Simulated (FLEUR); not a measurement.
A short convergence ladder for NiPt (R3m, 2 atoms in the cell)

```
CELL_PARAMETERS angstrom
      1.34683     0.77759     4.20850
     -1.34683     0.77759     4.20850
      0.00000    -1.55519     4.20850
ATOMIC_POSITIONS crystal
  Ni 0.00396 0.00396 0.00396
  Pt 0.50000 0.50000 0.50000
```
Moments meant for the start (each program seeds them in its own way; μB, in the order of the atoms Ni Pt): 2.0 0.0.

Base method: LDA (Perdew-Zunger), all-electron FLAPW (FLEUR), scalar-relativistic valence.

Base settings: Kmax = 4 1/bohr; GmaxXC = 20 1/bohr; xcFunctional = pz; jspins = 2; l_soc = F; mode = hist; fermiSmearingEnergy = 0.00367493 Htr; mesh (inpgen div1-3) = 5 5 5; inpgen gamma flag = false; Gmax = 20 1/bohr.

**The basis cutoff**

Moved along: Gmax, GmaxXC.

The second cell is the first with its lattice scaled by 0.98.

The mesh stays at the base's, so the ladder's end is converged at best in this setting alone.

Only quantities that move along the ladder and can be compared are tabulated.

```tsv
Kmax	free energy less the last step's (meV/atom)	energy of the compressed cell less the first (meV/atom)	largest difference of a force vector from the last step's (eV/Å)	net moment (μB/atom)
2.68 1/bohr	5014.58	-180.97	0.280	0.619
2.97 1/bohr	2307.18	-101.31	0.074	0.571
3.79 1/bohr	95.80	0.75	0.004	0.515
4 1/bohr	0.00	0.82	0.000	0.514
```

Coarsest Kmax that holds the free energy within 5 meV/atom: not settled: the last two steps still differ by 96 meV/atom, over half the tolerance, so the ladder does not show it.

Coarsest Kmax that holds the forces within 0.02 eV/Å of the last step, with all finer ones: 3.79 1/bohr; the step before is off by 0.074 eV/Å.

Coarsest Kmax that holds the energy of the compressed cell less the first within 2 meV/atom of the last step, with all finer ones: 3.79 1/bohr; the step before is off by 100 meV/atom.

On the base run: the starting cell comes from a database of computed structures (which also holds hypothetical and non-ambient phases and stackings), without a prior relaxation at this level. Its lattice was rescaled by up to half a per cent. One atom was moved a little off its site on purpose. With one magnetic atom in the cell only a parallel order is possible. Values depend on the basis (sphere radii, cutoffs, local orbitals), which need not be converged.

Left out of this page: 1 run of the series failed or unconverged.
